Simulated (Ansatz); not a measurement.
FeS₂ (space group Pnnm, No. 58; non-magnetic)

```cif
data_Fe2S4
_chemical_formula_sum 'Fe2 S4'
_space_group_name_H-M_alt 'Pnnm'
_space_group_IT_number 58
_space_group_name_Hall '-P 2 2n'
_cell_length_a 4.43883
_cell_length_b 5.40942
_cell_length_c 3.38966
_cell_angle_alpha 90.000
_cell_angle_beta 90.000
_cell_angle_gamma 90.000
loop_
_space_group_symop_operation_xyz
  'x, y, z'
  '-x, -y, -z'
  '-x, -y, z'
  'x, y, -z'
  'x+1/2, -y+1/2, -z+1/2'
  '-x+1/2, y+1/2, z+1/2'
  '-x+1/2, y+1/2, -z+1/2'
  'x+1/2, -y+1/2, z+1/2'
loop_
_atom_site_label
_atom_site_type_symbol
_atom_site_symmetry_multiplicity
_atom_site_Wyckoff_symbol
_atom_site_fract_x
_atom_site_fract_y
_atom_site_fract_z
_atom_site_occupancy
Fe1 Fe 2 a 0.00000 0.00000 0.00000 1
S1 S 4 g 0.20628 0.37517 0.00000 1
```

Method: PBE in Ansatz (plane waves to 420 eV, PAW, scalar-relativistic without spin-orbit coupling). Γ-centred 8×6×10 mesh, Fermi–Dirac width 0.05 eV.

The volume per atom is 13.57 Å³ and the density is 4.90 g/cm³. The band gap comes out as 0.88 eV, indirect, k = (3/8, 0, 0) in the run's primitive reciprocal basis → T and the total energy is -2095.402 eV/atom (σ→0; compares only within this code and set-up).

Whether these cells are dynamically stable was not tested. Seeded moments were not kept for the base. The final runs are not spin-polarised.

Ansatz is an electronic-structure program.
